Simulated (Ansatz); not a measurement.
The reference is GaAs in the wurtzite structure (space group P6_3mc, No. 186; a = 3.988 Å, c = 6.576 Å; a cell from a computed database, its experimental status unchecked).

The values are results of PBEsol/PAW in Ansatz (a quantum-chemistry and plane-wave program), without spin-orbit coupling, not measurements.

Its conduction minimum is a single valley at Γ with mass 0.029 mₑ.

One thing is altered: electron doping at 1.5×10^21 cm⁻³ (0.136 per cell), with a uniform compensating background at fixed cell and a 300 K Fermi–Dirac width.

Task: Where would a parabolic band put the Fermi level, and where does the calculation put it?

Result: k_F = (3π²n)^(1/3) = 0.354 Å⁻¹, so ħ²k_F²/2m = 16 eV above the band edge at zero temperature. The calculation gives 0.75 eV (to 0.05 eV): the band is strongly non-parabolic or higher valleys fill at this density.

Carriers are added with a uniform compensating background; total energy and stress of such cells depend on the potential's zero and are not compared; many-body gap narrowing is missing at this level. The levels and masses belong to the bands next to the band gap. Effective masses come from finite differences of ±0.01 Å⁻¹. Whether these cells are dynamically stable was not tested. This is not the structure that GaAs has at room temperature and ambient pressure.
